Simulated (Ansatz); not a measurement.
NaAuO2 under a change: pressure 30 GPa

The reference is NaAuO₂ (space group C2/m, No. 12; a = 6.6314 Å, b = 3.0141 Å, c = 6.1445 Å, α = 90.00°, β = 119.04°, γ = 90.00°; a cell from a computed database, its experimental status unchecked).

The change: cell and atoms relaxed at a pressure of 30 GPa.

Calculations: plane-wave PAW DFT at the PBEsol level (Ansatz, an electronic-structure program, 420 eV), no SOC. k-mesh 12×12×6 (Γ-centred); smearing 0.05 eV (Fermi–Dirac).

The volume per atom shrinks by 3.13 Å³, from 13.42 Å³ to 10.29 Å³ and the density rises by 2.373 g/cm³ (7.79 g/cm³ → 10.17 g/cm³). The shortest interatomic distance decreases by 0.0406 Å, from 2.009 Å to 1.969 Å and the band gap goes up by 0.06 eV to 1.29 eV. The gap character changes from indirect, Γ–C (71 % along) → D₂–A (47 % along) to indirect, Y₂ → D₂–A (47 % along) and the width of the top valence band goes up by 0.18 eV (0.87 eV → 1.05 eV).

With Au present, leaving out spin-orbit coupling can change the band edges. Load acts through the strain it causes; cell and atoms are relaxed under it. Whether these cells are dynamically stable was not tested. Competing high-pressure phases were not computed.
